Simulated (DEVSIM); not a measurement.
System: Ru/La2O3/p-Si capacitor, at 250 K.

Layer 1 from the left is La2O3, thickness (nm) 4.30. Layer 2 from the left is Si, thickness (nm) 2200, Na (cm⁻³) 6.8e16.

Metal gate on the left, work function 4.7 eV. Fixed charge at the semiconductor interface 1.4e10 cm⁻² (in units of +e); no interface traps.

The device is made up for the run: typed textbook-type constants, with dimensions and the other settings drawn at random. Values at 300 K; Nc and Nv go as T^1.5, mobilities as T to minus their exponent, the gap by Varshni's rule with the affinity fixed.

La2O3: gap (eV) 5.8, affinity (eV) 1.8, permittivity 27. Si: gap (eV) 1.124, affinity (eV) 4.05, permittivity 11.7, Nc (cm⁻³) 2.86e19, Nv (cm⁻³) 3.1e19, Varshni α (eV/K) 0.000473, Varshni β (K) 636.

Estimate by hand the flat-band voltage, the threshold voltage, and compare with a numerical solution.


- Flat-band voltage: C = 5.56 μF/cm², work-function difference -0.360 V; VFB = φms − qNf/C = -0.36 V; numerical -0.36 V.
- Threshold voltage: φF = 0.443 V, depletion charge √(4εqNφF) = 1.41e-7 C/cm²; VT = VFB + 2φF + Qd/C = 0.55 V; numerical 0.55 V.

DEVSIM, 1D Poisson equation in equilibrium, Boltzmann statistics, complete ionisation; no quantum confinement or tunnelling. Metal contacts follow the ideal Schottky-Mott rule: no Fermi-level pinning, no interface dipoles.
